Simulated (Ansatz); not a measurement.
Functionals compared on Cl on the 1x1 (100) surface of fcc Cu, one in a 2x2 cell, started at the site 'hollow Cu-Cu-Cu-Cu over Cu at depth 1.8 Å', in Ansatz (plane waves, PAW). The structure was relaxed with PBE; the other rows are single points on it, each with its references at the same level. Cutoff 420 eV (500 eV for r2SCAN).

Set-up: 17 atoms, 5.3 Å thick at the start under the adsorbate (thin: gaps and levels are the slab's own); mesh 6x6x1; 0.1 eV smearing; dipole correction on; 8 atoms held, the rest relaxed; symmetry of the start imposed; no spin, no spin-orbit, no U, no dispersion correction. At the end it is bonded to 4 Cu. In PBE it is, or lies within 0.03 eV of, the lowest of the starts that converged. These notes are the PBE run's. Adsorption energies are against ½ Cl2(g). A negative adsorption energy means that the adsorbate is more stable on the surface than in its reference.

```
functional  adsorption energy (eV)  work function of the top face (eV)  change of the work function (eV)           rough cost of the single point
----------  ----------------------  ----------------------------------  --------------------------------  ---------------------------------------
PBE                          -1.96                                4.91                              0.36                                        –
RPBE                           ___                                 ___                               ___  about 110 core-seconds (a rough figure)
r2SCAN                       -2.38                                4.96                              0.42    about 4 core-minutes (a rough figure)
```

Question: Complete the blanks.

Answer: 
- RPBE, adsorption energy (eV): -1.73
- RPBE, work function of the top face (eV): 4.77
- RPBE, change of the work function (eV): 0.40

Ansatz is a first-principles code.
